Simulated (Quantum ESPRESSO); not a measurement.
# Cost against accuracy: ecutwfc for Ta2O5 (Cm, 21 atoms in the cell)

Cell: a = 7.2331 Å, b = 7.2331 Å, c = 7.1618 Å, α = 117.54°, β = 117.54°, γ = 57.87°.

Level of theory: PBEsol, GBRV 1.5 ultrasoft (PBESOL) pseudopotentials (plane waves; Quantum ESPRESSO).

Base settings: ecutwfc = 40 Ry; ecutrho = 320 Ry; occupations = fixed; potentials = {Ta: ta_pbesol_v1.uspp.F.UPF, O: o_pbesol_v1.2.uspp.F.UPF}; K_POINTS = automatic 3 3 3 0 0 0; nbnd = 92; conv_thr = 1e-10 Ry; mixing_beta = 0.4.

Misses are taken against the tightest run, 46 Ry (ecutrho: 320 Ry → 368 Ry), which need not be fully converged itself. The energy is the free energy per atom.

The count of work is k-points × plane waves × bands × iterations; it is no time, and leaves out set-up, grids and terms that scale otherwise. Core times come from one kind of shared machine and are given to one figure; runs under 30 s give none.

The starting cell comes from a database of computed structures (which also holds hypothetical and non-ambient phases and stackings), without a prior relaxation at this level.

| ecutwfc | energy less reference (meV/atom) | pressure less reference (GPa) | largest difference in the force on any atom (eV/Å) | count of work / reference | core time / reference (rough) |
|---|---|---|---|---|---|
| 16 Ry (ecutrho: 320 Ry → 128 Ry) | 7392.67 | -269.76 | 1.557 | 0.19 | 0.1 |
| 20 Ry (ecutrho: 320 Ry → 160 Ry) | 2445.37 | -118.56 | 0.740 | 0.29 | 0.2 |
| 24 Ry (ecutrho: 320 Ry → 192 Ry) | 753.62 | -44.86 | 0.117 | 0.38 | 0.3 |
| 28 Ry (ecutrho: 320 Ry → 224 Ry) | 223.57 | -14.72 | 0.048 | 0.48 | 0.3 |
| 32 Ry (ecutrho: 320 Ry → 256 Ry) | 73.24 | -4.49 | 0.024 | 0.62 | 0.5 |
| 36 Ry (ecutrho: 320 Ry → 288 Ry) | 26.96 | -1.23 | 0.015 | 0.69 | 0.6 |
| 40 Ry | 10.68 | -0.31 | 0.010 | 0.91 | 0.9 |
| 46 Ry (ecutrho: 320 Ry → 368 Ry) | 0.00 | 0.00 | 0.000 | 1.0 | 1 |

The last two settings still differ by 11 meV/atom, so the table cannot show that the reference is converged.

The step from 16 Ry (ecutrho: 320 Ry → 128 Ry) to 28 Ry (ecutrho: 320 Ry → 224 Ry): it takes the miss in the energy from 7400 to 220 meV/atom, for 2.5 times the count of work and roughly 3 times the time.
